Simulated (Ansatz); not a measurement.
We consider SiO2 (P4₁2₁2, No. 92), described by PBE-D4 (plane waves, PAW; Ansatz, an electronic-structure program).

Settings: plane-wave cutoff 500 eV, 8×8×6 k mesh (along the axes of the cell as run), gaussian smearing 0.02 eV, scalar-relativistic PAW data made under PBE.

Computed at the level's own relaxed cell.

Task: Estimate the equilibrium volume per atom, lattice constant a, lattice parameter c and band gap that the calculation returns.

Result: 
- equilibrium volume per atom = 13.76 Å³/atom
- lattice constant a = 4.931 Å
- lattice parameter c = 6.788 Å
- band gap = 5.66 eV (on the SCF k mesh)

Computed values are for the static lattice.

It cost roughly 6 core-minutes of CPU time.
